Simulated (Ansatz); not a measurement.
## WSi2, response to strain

Start from WSi₂ (space group I4/mmm, No. 139; a = 3.2024 Å, c = 7.8177 Å; relaxed with 0.1 eV smearing).

Strains are applied to the cell and any free atomic positions relax.

Computed with PBEsol in Ansatz (plane waves to 420 eV, PAW, no spin-orbit coupling).

Notes on the quantities. energy relative to the base: free energy F.

```csv
isotropic strain (%),energy relative to the base (meV/atom)
-2.5,59.4
-1.5,20.7
-0.5,2.2
0,0.0
0.5,2.1
1,8.4
2,?
2.5,50.1
3,70.9
```

Question: Fit ΔE = Aε² + Bε³ (ε in %) to the rows shown and predict the withheld row.

Answer: Least squares on the printed values gives A = 8.76 and B = -0.30 meV/atom (largest residual 0.1 meV/atom); this predicts 32.7 meV/atom, and the run gives 32.6 meV/atom, in agreement.

Whether these cells are dynamically stable was not tested. The final runs are not spin-polarised.

Ansatz is a program for electronic structure.
